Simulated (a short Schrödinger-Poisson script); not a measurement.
Structure: MOS inversion layer, Si3N4 on p-type Si(100), at 300 K.

From the gate side: 5.1 nm Si3N4; 980 nm Si, acceptors 1.9e17 cm⁻³.

The device is made up for the run: typed textbook-type constants, with dimensions and the other settings drawn at random. Si3N4: permittivity 7.5, conduction-band edge (eV) 1.95, gap (eV) 5.1, electron mass (mₑ) 0.5. Si: permittivity 11.7, conduction-band edge (eV) 0, gap (eV) 1.124, Nv at 300 K (cm⁻³) 3.1e19.

Channel valleys (confinement mass, in-plane density-of-states mass, number): Δ2 0.916, 0.19, 2; Δ4 0.19, 0.417, 4. At the gate the conduction-band edge of layer 1 lies 2.34 eV − eVg above the Fermi level of the channel; the field vanishes at the back. Gaps are held at their typed values at every temperature. Mesh 0.03 nm at interfaces.

Solved with a short Schrödinger-Poisson script written for these runs: 1D Poisson equation in equilibrium, electrons quantum, Hartree (BenDaniel-Duke, 12 states a valley, the channel's in-plane mass for all, wave functions free to enter the dielectric), parabolic valleys, classical holes, full ionisation, no traps, pinning or gate leakage.

| Vg (V) | electrons (cm⁻²) | C (μF/cm²) | Δ2 E0 (meV from the Fermi level) | Δ4 E0 (meV from the Fermi level) |
|---|---|---|---|---|
| 0.4 | 1.81e9 | 0.135 | 223.2 | 257.2 |
| 0.5 | 4.33e10 | 0.293 | 140.2 | 175.4 |
| 0.6 | 3.22e11 | 0.716 | 86.7 | 123.9 |
| 0.7 | 8.21e11 | 0.905 | 60.5 | 100.3 |
| 0.8 | 1.41e12 | 0.985 | 44.6 | 86.9 |
| 0.9 | 2.03e12 | 1.03 | 33.1 | 77.8 |
| 1 | 2.68e12 | 1.06 | 24.0 | 71.0 |
| 1.1 | 3.35e12 | 1.08 | 16.3 | 65.5 |
| 1.2 | 4.02e12 | 1.09 | 9.7 | 61.0 |
| 1.3 | 4.71e12 | 1.11 | 3.8 | 57.1 |
| 1.4 | 5.40e12 | 1.12 | -1.5 | 53.6 |
| 1.5 | 6.10e12 | 1.12 | -6.4 | 50.5 |
| 1.6 | 6.80e12 | 1.13 | -11.0 | 47.6 |
| 1.7 | 7.51e12 | 1.14 | -15.3 | 45.0 |
| 1.8 | 8.22e12 | 1.14 | -19.4 | 42.5 |
| 1.9 | 8.94e12 | 1.15 | -23.3 | 40.2 |
| 2 | 9.65e12 | 1.15 | -27.0 | 38.0 |

Gate voltages with under 1e9 electrons/cm² are left out.

### Question
At Vg = 2 V the lowest Δ2 subband lies at -27.0 meV from the Fermi level. How many electrons does it hold, and what share of all?

### Answer
The two-dimensional density of states is g m/(πħ²) = 1.59e11 cm⁻² meV⁻¹ (both spins), kT = 25.9 meV, so n = D kT ln(1 + exp(−E/kT)) = 5.52e12 cm⁻², 0.57 of the 9.65e12 cm⁻² in all.

### Question
Compare the slope of the sheet density between 1.8 and 2 V with the geometric capacitance of the layers between gate and channel.

### Answer
q Δn/ΔV = 1.15 μF/cm²; ε0/Σ(t/ε) = 1.30 μF/cm². The ratio is 0.88: the channel acts as a further capacitance in series.
